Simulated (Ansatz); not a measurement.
BAs (F-43m) under uniaxial stress along [111] (compression positive): hole conductivity mass by r2SCAN with spin-orbit coupling, rigid bands (plane waves, PAW; Ansatz, a program for electronic structure). The unloaded cell, whose axes the loads refer to:

AsB is taken in the cubic space group F-43m (No. 216), the zinc blende structure, Pearson symbol cF8. Conventional cell: a = b = c = 4.768 Å, α = β = γ = 90.00°. B on 4a has 4 As at 2.065 Å (tetrahedral). As on 4d is surrounded by 4 B at 2.065 Å (tetrahedral). (Neighbours: up to the widest gap in distance over summed covalent radii, below 1.35, at either atom.)
(The calculation used a cell of 2 atoms; values per cell refer to that cell.)

```tsv
uniaxial stress along [111] (compression positive) (GPa)	volume per atom (Å³)	hole conductivity mass (mₑ)
-9.6	13.89	?
-3.2	13.65	0.324
0	13.55	0.324
3.2	13.45	0.299
9.6	13.26	0.266
```

### Question
Fit a straight line to ln(hole conductivity mass) against the load over the rows given, and predict the row at -9.6 GPa.

### Answer
The means are x̄ = 2.400 GPa and ȳ = -1.1964; Σ(x − x̄)(y − ȳ) = -1.484 and Σ(x − x̄)² = 89.60, so the slope is -1.66 % per GPa, and the rows given lie within 3.0 % of the line. At -9.6 GPa the line gives 0.369 mₑ; the calculation gives 0.307 mₑ, 20 % from it, so the trend bends or changes character over this range.

Masses are for dilute carriers at 300 K, harmonic means over directions unless an axis is named. Stresses and pressures are the targets of the relaxation. The structure type is held at every load. Geometry: cell and atoms relaxed with PBEsol.
